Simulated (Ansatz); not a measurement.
## SnO: thickness series

Take SnO in the litharge type structure (space group P4/nmm, No. 129; layered, stacked along the Cartesian z axis) as the base.

```
CELL_PARAMETERS angstrom
      3.83618     0.00000     0.00000
      0.00000     3.83618     0.00000
      0.00000     0.00000     4.75736
ATOMIC_POSITIONS crystal
  Sn 0.50000 0.00000 0.24343
  Sn 0.00000 0.50000 0.75657
  O  0.00000 0.00000 0.00000
  O  0.50000 0.50000 0.00000
```

Free-standing slabs (4 atom(s) a layer) normal to the stacking axis with 15 Å of vacuum; in-plane cell relaxed.

Level of theory: PBE-D3(BJ) in Ansatz (plane waves to 420 eV, PAW, spin-orbit coupling left out), earlier PAW set.

Notes on the quantities. excess energy per area of both faces: slab less bulk energy over the cell's area: twice a surface energy; uncertain by up to 0.2 J/m².

```json
[
 {"case": "base", "excess energy per area of both faces": "–", "thickness between the outermost nuclei": "–", "band gap": "zero", "gap character": "–"},
 {"case": "1 layer", "excess energy per area of both faces": "0.54 J/m²", "thickness between the outermost nuclei": "2.36 Å", "band gap": "3.05 eV", "gap character": "indirect, M–Γ (67 % along) → M–Γ (20 % along)"},
 {"case": "2 layers", "excess energy per area of both faces": "0.6 J/m²", "thickness between the outermost nuclei": "7.16 Å", "band gap": "1.05 eV", "gap character": "indirect, k = (0.083, 0.083, 0) in the run's primitive reciprocal basis → M"},
 {"case": "4 layers", "excess energy per area of both faces": "0.6 J/m²", "thickness between the outermost nuclei": "___", "band gap": "___", "gap character": "___"}
]
```

### Question
Complete the table.

### Answer

- 4 layers, thickness between the outermost nuclei: 16.67 Å
- 4 layers, band gap: 0.29 eV
- 4 layers, gap character: indirect, M–Γ (90 % along) → M

The excess energy carries the mismatch between the slab's and the bulk's meshes. Stability against distortions was not tested. All final runs are without spin polarisation. The zero or small gap of SnO can change with the level of theory.

Ansatz is a first-principles code.
